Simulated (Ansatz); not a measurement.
## Pyrite PtAs2

The numbers are results of PBE (PAW; Ansatz, an electronic-structure program), not measurements.

Settings: plane-wave cutoff 500 eV, 6×6×6 k mesh, gaussian smearing 0.02 eV, scalar-relativistic PAW data made under PBE.

Cell (relaxed at this level):

```yaml
crystal:
  lattice:
    - [6.05785, 0.00000, 0.00000]
    - [0.00000, 6.05785, 0.00000]
    - [0.00000, 0.00000, 6.05785]
  atoms:
    - { symbol: As, position: [0.61654, 0.88346, 0.11654] }
    - { symbol: As, position: [0.11654, 0.61654, 0.88346] }
    - { symbol: As, position: [0.61654, 0.61654, 0.61654] }
    - { symbol: As, position: [0.38346, 0.38346, 0.38346] }
    - { symbol: As, position: [0.88346, 0.11654, 0.61654] }
    - { symbol: As, position: [0.88346, 0.38346, 0.11654] }
    - { symbol: As, position: [0.11654, 0.88346, 0.38346] }
    - { symbol: As, position: [0.38346, 0.11654, 0.88346] }
    - { symbol: Pt, position: [0.00000, 0.50000, 0.50000] }
    - { symbol: Pt, position: [0.50000, 0.00000, 0.50000] }
    - { symbol: Pt, position: [0.00000, 0.00000, 0.00000] }
    - { symbol: Pt, position: [0.50000, 0.50000, 0.00000] }
```

```yaml
band_gap: 0.12 eV (on the SCF k mesh)
```

Spin–orbit coupling is not included; with these elements it can move the gap by several tenths of an eV or more.

Static lattice: no zero-point or thermal effects.
